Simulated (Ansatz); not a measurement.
A calculation on CsCl-type PdIn returned lattice constant a 3.214 Å, bulk modulus 150 GPa.

Question: Which level of theory produced these numbers?
A. PBEsol+SOC (Ansatz, a program for electronic structure)
B. LDA (Ansatz)
C. r²SCANh (Ansatz)
D. HSE06 (Ansatz)

Answer: B, LDA (Ansatz)

The others give: r²SCANh 3.259 Å, 136 GPa; PBEsol+SOC 3.246 Å, 137 GPa; HSE06 3.270 Å, 129 GPa.

Unless a cell is named, each level is at its own relaxed cell (HSE06 17.48, LDA 16.61, PBEsol+SOC 17.11, r²SCANh 17.31 Å³/atom).

The crystal itself was run without spin with r²SCANh, HSE06, LDA; a magnetic state was not tried in these runs.

Ansatz's density-functional and Hartree–Fock values are scalar-relativistic unless marked +SOC, with PAW data made under PBE.
